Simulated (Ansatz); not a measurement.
Worked example: self-consistent single point of LuPt₃ (P4mm, 4 atoms in the cell) in Ansatz (a quantum-chemistry and plane-wave program).

Level of theory: PBEsol, default PAW files made with PBE (plane waves; Ansatz).

The change in words: lattice scaled by 0.98; kpoints.mp_grid.grid: 8 8 8 → 9 9 9. Reference geometry:
```xyz
4
Lattice="4.0256 0.0000 0.0000 0.0000 4.0256 0.0000 0.0000 0.0000 4.0256" Properties=species:S:1:pos:R:3 pbc="T T T"
Lu     0.0000     0.0000     0.0500
Pt     0.0000     2.0128     2.0128
Pt     2.0128     0.0000     2.0128
Pt     2.0128     2.0128     0.0000
```

Reference input (self-consistent single point, DFT, PBEsol, plane waves, default PAW files made with PBE): basis.ecutwfc = 420 eV; kpoints.mp_grid.grid = 8 8 8; hamiltonian.xc = pbesol; hamiltonian.pseudopotentials = {kind: paw} (the program's default PAW files); scf.occupations.method = fermi_dirac; scf.occupations.width = 0.1 eV. This run's input differs from it in these lines:

Ansatz 0.2 input:
```diff
@@ -2,10 +2,10 @@
   lattice:
-    - [4.025561, 0.000000, 0.000000]
-    - [0.000000, 4.025561, 0.000000]
-    - [0.000000, 0.000000, 4.025561]
+    - [3.945050, 0.000000, 0.000000]
+    - [0.000000, 3.945050, 0.000000]
+    - [0.000000, 0.000000, 3.945050]
   atoms:
-    - { symbol: Lu, position_ang: [0.000000, 0.000000, 0.050001] }
-    - { symbol: Pt, position_ang: [0.000000, 2.012780, 2.012780] }
-    - { symbol: Pt, position_ang: [2.012780, 0.000000, 2.012780] }
-    - { symbol: Pt, position_ang: [2.012780, 2.012780, 0.000000] }
+    - { symbol: Lu, position_ang: [0.000000, 0.000000, 0.049001] }
+    - { symbol: Pt, position_ang: [0.000000, 1.972525, 1.972525] }
+    - { symbol: Pt, position_ang: [1.972525, 0.000000, 1.972525] }
+    - { symbol: Pt, position_ang: [1.972525, 1.972525, 0.000000] }
 basis:
@@ -14,3 +14,3 @@
   mp_grid:
-    grid: [8, 8, 8]
+    grid: [9, 9, 9]
 hamiltonian:
```

The program printed (abridged):

```
SCF iter   1: F=—  HF=-51766.979255 eV  |F-HF|=—  |Δ(HF+E_count)|=         —  Δρ=8.08e-3  dr2=5.67e-2  ethr=1.77e-3  ⟨swp⟩=6.9  Hψ=16253  notcnv=0  defer=2
all-band conjugate gradients solve this SCF's bands
preconditioner: auto → Kerker (q_TF=auto, 2.845 Å⁻¹)
SCF iter   2: F=—  HF=-51766.967740 eV  |F-HF|=—  |Δ(HF+E_count)|=   1.15e-2  Δρ=2.71e-3  dr2=6.43e-3  ethr=7.18e-5  ⟨swp⟩=2.1  Hψ=7354  notcnv=0  defer=15
   [... lines left out ...]
SCF iter   5: F=—  HF=-51766.966960 eV  |F-HF|=—  |Δ(HF+E_count)|=   2.32e-4  Δρ=2.91e-4  dr2=8.45e-5  ethr=5.66e-7  ⟨swp⟩=2.1  Hψ=6406  notcnv=0  defer=15
SCF iter   6: F=—  HF=-51766.966958 eV  |F-HF|=—  |Δ(HF+E_count)|=   2.43e-6  Δρ=1.62e-4  dr2=1.52e-5  ethr=1.07e-7  ⟨swp⟩=2.0  Hψ=6209  notcnv=0  defer=15
SCF iter   7: F=—  HF=-51766.966954 eV  |F-HF|=—  |Δ(HF+E_count)|=   4.12e-6  Δρ=6.00e-5  dr2=2.23e-6  ethr=1.92e-8  ⟨swp⟩=2.0  Hψ=6023  notcnv=0  defer=15
SCF iter   8: F=-51766.966953 eV  HF=-51766.966953 eV  |F-HF|=2.32e-8  |Δ(HF+E_count)|=   6.93e-7  Δρ=7.22e-6  dr2=3.02e-8  ethr=1.27e-10  ⟨swp⟩=11.3  Hψ=25494  notcnv=0
SCF 1 converged in 8 iterations: F = -51766.966953 eV  dr2 = 3.02e-8
Free energy (F): -51766.966953 eV
Internal energy: -51766.887934 eV  (E = F + TS)
E sigma→0 (E₀):  -51766.927443 eV
Entropy (-TS):   -0.079019 eV (-19.755 meV/atom)
Fermi energy:    23.693568 eV
--- Forces (eV/Å), atoms counted from 1 ---
  atom   1  Lu     0.00000000     0.00000000    -0.65746939
  atom   2  Pt     0.00000000     0.00000000     0.32910618
  atom   3  Pt     0.00000000     0.00000000     0.32910618
  atom   4  Pt    -0.00000000     0.00000000    -0.00073605
--- Stress (GPa, compression-positive) ---
       15.036242       0.000000       0.000000
        0.000000      15.036242       0.000000
        0.000000       0.000000      15.053286
  P = ⅓ Tr σ = 15.0419 GPa (150.419 kbar)
  The stress holds the Pulay correction. Without it, at fixed plane waves, as pw.x and ABINIT print it: P = 14.9551 GPa
```

The run converged in 8 iterations. Against the reference run the free energy rises by 39.5 meV/atom, the pressure goes from 0.17 to 15.04 GPa and the largest force goes from 0.520 to 0.657 eV/Å.

The starting cell comes from a database of computed structures (which also holds hypothetical and non-ambient phases and stackings), without a prior relaxation at this level. Its lattice was rescaled by up to half a per cent. One atom was moved a little off its site on purpose. For this run, on top of that: lattice scaled by 0.98. Spin polarisation is off. With a pressure of about 15 GPa the cell is away from its equilibrium volume at this level. Ansatz's pressure includes its estimate of the finite-basis (Pulay) stress.
